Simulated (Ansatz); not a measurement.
# LiF: pressure series

Take LiF in the rock salt structure (space group Fm-3m, No. 225) as the base.

```cif
data_F4Li4
_chemical_formula_sum 'Li4 F4'
_space_group_name_H-M_alt 'Fm-3m'
_space_group_IT_number 225
_space_group_name_Hall '-F 4 2 3'
_cell_length_a 4.06801
_cell_length_b 4.06801
_cell_length_c 4.06801
_cell_angle_alpha 90.000
_cell_angle_beta 90.000
_cell_angle_gamma 90.000
loop_
_atom_site_label
_atom_site_type_symbol
_atom_site_symmetry_multiplicity
_atom_site_Wyckoff_symbol
_atom_site_fract_x
_atom_site_fract_y
_atom_site_fract_z
_atom_site_occupancy
Li1 Li 4 a 0.00000 0.00000 0.00000 1
F1 F 4 b 0.50000 0.50000 0.50000 1
```
(The calculation used a cell of 2 atoms; values per cell refer to that cell.)

Cell and atoms are relaxed at each pressure.

All numbers come from PBE in Ansatz (plane waves to 420 eV, PAW, spin-orbit coupling left out).

Two rows of this table had their results exchanged by mistake.

| pressure | volume per atom (Å³) | shortest distance (Å) | band gap |
|---|---|---|---|
| pressure −2 GPa | 8.69 | 2.056 | 8.56 eV |
| pressure −1 GPa | 8.55 | 2.044 | 8.70 eV |
| pressure 0.3 GPa | 8.38 | 2.031 | 8.87 eV |
| pressure 0.7 GPa | 7.49 | 1.956 | 9.90 eV |
| pressure 1.5 GPa | 8.24 | 2.020 | 9.01 eV |
| pressure 3 GPa | 8.08 | 2.007 | 9.19 eV |
| pressure 5 GPa | 7.89 | 1.990 | 9.41 eV |
| pressure 7.5 GPa | 7.67 | 1.973 | 9.66 eV |
| pressure 10 GPa | 8.33 | 2.027 | 8.92 eV |

### Question
Which two?

### Answer
The rows for pressure 0.7 GPa and pressure 10 GPa: the volume has to fall steadily with pressure, so 8.33 Å³ belongs to pressure 0.7 GPa and 7.49 Å³ to pressure 10 GPa.

Load acts through the strain it causes; cell and atoms are relaxed under it. Whether these cells are dynamically stable was not tested. No other phases were tried under pressure.

Ansatz is a quantum-chemistry and plane-wave program.
